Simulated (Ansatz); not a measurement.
**fcc Ag (0 0 1) on rock-salt PbS (0 0 1) (film strained to the substrate, started from cuts of the bulks and a machine-learned relaxation; slabs Pb6S6 and Ag12, which can lie off the formulas)**

A periodic stack without vacuum, fcc Ag (0 0 1) on rock-salt PbS (0 0 1) (film strained to the substrate, started from cuts of the bulks and a machine-learned relaxation; slabs Pb6S6 and Ag12, which can lie off the formulas): substrate slab Pb6S6, film Ag12, surface cells [[1, 0], [1, 1]] and [[0, -1], [2, 1]], film strained by +2.4 and +2.4 %, outermost planes PbS/PbS and Ag/Ag as cut, which need not be the usual terminations and can put a slab off its formula.

The start was prepared with a machine-learned potential, and the result is one local minimum, with the in-plane cell held and forces under 0.04 eV/Å; the film can end far from its bulk form.

Calculation: PBE (plane waves to 420 eV, PAW; Ansatz, a program for electronic structure). Spin–orbit coupling is left out; the runs are not spin-polarised. Its k-point mesh 7×7×1, Fermi–Dirac width 0.05 eV.

```
Item                                                                                        Value
--------------------------------------------------------------------------------  ---------------
interface area                                                                            18.1 Å²
period                                                                                    30.46 Å
heights between the nearest atoms of the two slabs at the two interfaces          2.67 and 2.67 Å
Ag–Pb contacts across the interfaces within 1.22 times the sum of covalent radii   2, mean 2.91 Å
Ag–S contacts across the interfaces within 1.22 times the sum of covalent radii    2, mean 2.67 Å
```

```
Ag2PbS
1.0
    4.24861     0.00008     0.01767
    0.00008     4.24846    -0.03907
   -0.22690    -1.69740    30.47653
Pb S Ag
6 6 12
Direct
  0.03356   0.05396   0.14050
  0.51498   0.50310   0.04417
  0.03936   0.14846   0.33771
  0.53536   0.60165   0.24036
  0.04324   0.22400   0.53389
  0.54127   0.69685   0.43755
  0.53400   0.55151   0.13990
  0.03943   0.01230   0.04431
  0.53939   0.64746   0.33730
  0.03795   0.10762   0.24069
  0.54481   0.75442   0.53366
  0.04216   0.20315   0.43812
  0.55066   0.35359   0.69045
  0.05044   0.85471   0.69064
  0.04919   0.32647   0.62924
  0.54880   0.81944   0.62146
  0.55374   0.41629   0.82154
  0.05335   0.91636   0.82192
  0.05225   0.38547   0.75646
  0.55192   0.88524   0.75609
  0.55713   0.47623   0.94873
  0.05510   0.97922   0.95666
  0.05531   0.44727   0.88756
  0.55463   0.94731   0.88735
```
